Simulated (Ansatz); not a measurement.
We look at the reaction energy. Reaction: Tl (hcp) + 8 InSb (zinc blende) → In (I4/mmm) + TlIn7Sb8 (Cm). A negative value means that the right-hand side lies lower.

In (I4/mmm), 1 atom in the cell, k-point mesh 24×24×24 on the run's own vectors. Conventional cell: a = 3.4166 Å, b = 3.4166 Å, c = 4.7175 Å, α = 90.00°, β = 90.00°, γ = 90.00°.

TlIn7Sb8 (Cm), 64 atoms in the cell; this is a cell whose start was taken from, or built on, an entry of a structure database, and that this text hasn't matched to a measured one, k-point mesh 3×3×3 on the run's own vectors.
```xyz
64
Lattice="13.3116 -0.0003 0.0002 -0.0003 13.3137 -0.0003 0.0002 -0.0003 13.3116" Properties=species:S:1:pos:R:3 pbc="T T T"
Tl     0.0067     0.0072    -0.0004
In     0.0024     3.3373     3.3357
In     3.3181     0.0123     3.3272
In     3.3341     3.3364     0.0006
Sb     1.6592     1.6699     4.9948
Sb     1.6638     4.9852     1.6633
Sb     4.9874     1.6700     1.6652
Sb     4.9909     4.9921     4.9920
In    -0.0001     0.0003     6.6556
In     0.0003     3.3372     9.9759
In     3.3280    -0.0019     9.9837
In     3.3202     3.3372     6.6559
Sb     1.6907     1.6963    11.6228
Sb     1.6621     5.0009     8.3178
Sb     4.9671     1.6963     8.3464
Sb     4.9879     4.9920    11.6436
In     0.0069     6.6487    -0.0021
In     0.0078     9.9768     3.3440
In     3.3207     6.6469     3.3289
In     3.3275     9.9775    -0.0086
Sb     1.6654     8.3091     4.9985
Sb     1.6864    11.6214     1.6867
Sb     4.9672     8.2853     1.6352
Sb     4.9366    11.6491     4.9989
In     0.0013     6.6548     6.6570
In     0.0094     9.9743     9.9674
In     3.3274     6.6566     9.9830
In     3.3117     9.9743     6.6651
Sb     1.6606     8.3184    11.6432
Sb     1.6635    11.6524     8.3192
Sb     4.9875     8.3184     8.3163
Sb     4.9914    11.6489    11.6471
In     6.6469     0.0163    -0.0088
In     6.6542     3.3375     3.3210
In     9.9935     0.0150     3.3378
In     9.9767     3.3375    -0.0015
Sb     8.3410     1.6980     4.9741
Sb     8.3175     5.0002     1.6618
Sb    11.6298     1.6980     1.6853
Sb    11.6564     4.9922     5.0008
Tl     6.6556     0.0070     6.6627
In     6.6565     3.3362     9.9900
In     9.9831     0.0120     9.9741
In     9.9916     3.3370     6.6583
Sb     8.3211     1.6697    11.6434
Sb     8.3193     4.9850     8.3197
Sb    11.6507     1.6697     8.3151
Sb    11.6479     4.9919    11.6468
In     6.6487     6.6402    -0.0070
Tl     6.6497     9.9760     3.3284
In     9.9912     6.6408     3.3355
Tl     9.9841     9.9760    -0.0060
Sb     8.3467     8.2932     5.0190
Sb     8.3199    11.7029     1.6643
Sb    11.6746     8.2932     1.6911
Sb    11.6483    11.6483     4.9926
In     6.6539     6.6484     6.6628
In     6.6474     9.9772     9.9834
In     9.9848     6.6467     9.9767
In     9.9999     9.9765     6.6638
Sb     8.2911     8.2851    11.6232
Sb     8.3427    11.6212     8.3423
Sb    11.6545     8.3088     8.3213
Sb    11.6549    11.6488    11.5925
```

Tl (hcp, P6₃/mmc), 2 atoms in the cell, k-point mesh 24×24×12 on the run's own vectors. Conventional cell: a = 3.588 Å, b = 3.588 Å, c = 5.642 Å, α = 90.00°, β = 90.00°, γ = 120.00°.

InSb (zinc blende, F-43m), 2 atoms in the cell, k-point mesh 10×10×10 on the run's own vectors.
```
InSb
1.0
    0.00000     3.31661     3.31661
    3.31661     0.00000     3.31661
    3.31661     3.31661     0.00000
In Sb
1 1
Cartesian
  0.00000   0.00000   0.00000
  1.65830   1.65830   1.65831
```

All numbers come from Ansatz (a first-principles code), plane waves with PAW, its default PAW set, cutoff 500 eV. The structures are at rest with PBE; other levels are single points on them. Neutral cells; Fermi-Dirac smearing of at most 0.10 eV in the solids, energies taken to zero width. The lattices are those relaxed with PBE, so at other levels the solids can be strained. Larger cells are relaxed from a start prepared with the learned potential CHGNet, on a coarser mesh till forces fall under 0.03 eV/Å, which some starts already meet. A dispersion term (D3(BJ), or D4 for r2SCAN) was computed beside these levels and is taken off wherever the name lacks it. The PAW files were made for PBE and serve at the other functionals too. Space groups of crystals are read within 0.01 Å. Nuclei at rest; no vibrational terms. Cells are local rest points, mostly with their start's symmetry. Spin-orbit coupling is left out.

### Question
Estimate the value that r2SCAN returns for this input.

### Answer
0.70 eV, for Tl (hcp) + 8 InSb (zinc blende) → In (I4/mmm) + TlIn7Sb8 (Cm).
